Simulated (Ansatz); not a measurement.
**GaSb under a change: Ga → Ti**

The parent structure is GaSb in the zinc blende structure (space group F-43m, No. 216; a = 6.134 Å).

Modification: full substitution Ga → Ti, then cell and atoms are relaxed.

Method: DFT with r2SCAN, PAW potentials and a 500 eV plane-wave cutoff in Ansatz (a quantum-chemistry and plane-wave program), no spin-orbit coupling, earlier PAW set. Γ-centred 13×13×13 mesh, Fermi–Dirac width 0.05 eV.

```json
[
 {"quantity": "volume per atom", "base": "28.84 Å³", "changed": "30.38 Å³", "shift": "+1.54 Å³"},
 {"quantity": "density", "base": "5.51 g/cm³", "changed": "4.64 g/cm³", "shift": "-0.876 g/cm³"},
 {"quantity": "lattice parameter a", "base": "6.134 Å", "changed": "6.241 Å", "shift": "+0.107 Å"},
 {"quantity": "space group", "base": "F-43m (No. 216)", "changed": "F-43m (No. 216)", "shift": "–"},
 {"quantity": "shortest interatomic distance", "base": "2.656 Å", "changed": "2.702 Å", "shift": "+0.046 Å"},
 {"quantity": "band gap", "base": "0.41 eV", "changed": "zero", "shift": "–"}
]
```

With Sb present, leaving out spin-orbit coupling can change the band edges. Stability against distortions was not tested. As relaxed here, TiSb is a hypothetical phase, not in the database extracts checked. All final runs are without spin polarisation. An odd electron count without spin: TiSb. TiSb has a high density of states at the Fermi level and may be magnetic at this level.
